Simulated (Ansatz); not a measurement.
# Hypothetical diamond Re: uniaxial strain ε_zz = −1.69 %

Start from Re in the diamond structure (space group Fd-3m, No. 227; a = 5.5945 Å; a hypothetical phase, not in the database extracts checked; relaxed with 0.1 eV smearing). Axes: x, y, z lie along the cube axes.

Now apply this change: uniaxial strain ε_zz = −1.69 %, all other strain components held at zero, atoms relaxed at fixed cell.

The values are results of Ansatz (a program for electronic structure), PBEsol, PAW, cutoff 420 eV, no SOC, not measurements. Settings: 18×18×18 k-points, 0.1 eV Fermi–Dirac smearing.

```json
[
 {"quantity": "volume per atom", "base": "21.89 Å³", "changed": "21.52 Å³", "shift": "-0.37 Å³"},
 {"quantity": "space group", "base": "Fd-3m (No. 227)", "changed": "I4_1/amd (No. 141)", "shift": "–"},
 {"quantity": "shortest interatomic distance", "base": "2.422 Å", "changed": "2.409 Å", "shift": "-0.0136 Å"},
 {"quantity": "energy relative to the base (free energy F)", "base": "0 meV/atom", "changed": "+4.2 meV/atom", "shift": "+4.2 meV/atom"},
 {"quantity": "pressure (mean of the normal stresses, compression positive)", "base": "0.0 GPa", "changed": "3.4 GPa", "shift": "+3.4 GPa"},
 {"quantity": "band gap", "base": "zero", "changed": "zero", "shift": "–"},
 {"quantity": "stress (xx, yy, zz, yz, xz, xy; compression positive)", "base": "–", "changed": "(3.2, 3.2, 3.6, 0.0, 0.0, 0.0) GPa", "shift": "–"}
]
```

Whether these cells are dynamically stable was not tested. All final runs are without spin polarisation.
